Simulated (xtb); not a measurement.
xtb 6.7.1, GFN1-xTB: COc1cc2c(s1)-c1sc(C(=O)c3ccc4c(c3)oc3ccccc34)cc1C2(C)C, 48 atoms. The geometry is a generated start, not checked to be a minimum at this level.

| Item | Value |
|---|---|
| run flags | --grad |
| method | GFN1-xTB |
| --acc | 1 (default) |
| --etemp (K) | 300 (default) |
| basis functions | 168 |
| valence electrons | 148 |

One run each on 1 thread. Values of broydamp tried: 0.02, 0.05, 0.1, 0.2, 0.4 (default), 0.6, 0.8, 1.

Q: How does the count of SCC iterations change with broydamp, and where is it least?

A: Fewest SCC iterations, within one of each other: 0.2 with 13, 0.4 (default) with 12, 0.6 with 13. The count rises to 20 at 0.02. All converge to one solution.

| broydamp | SCC iterations | end |
|---|---|---|
| 0.02 | 20 | same solution |
| 0.05 | 18 | same solution |
| 0.1 | 15 | same solution |
| 0.2 | 13 | same solution |
| 0.4 (default) | 12 | same solution |
| 0.6 | 13 | same solution |
| 0.8 | 14 | same solution |
| 1 | 15 | same solution |
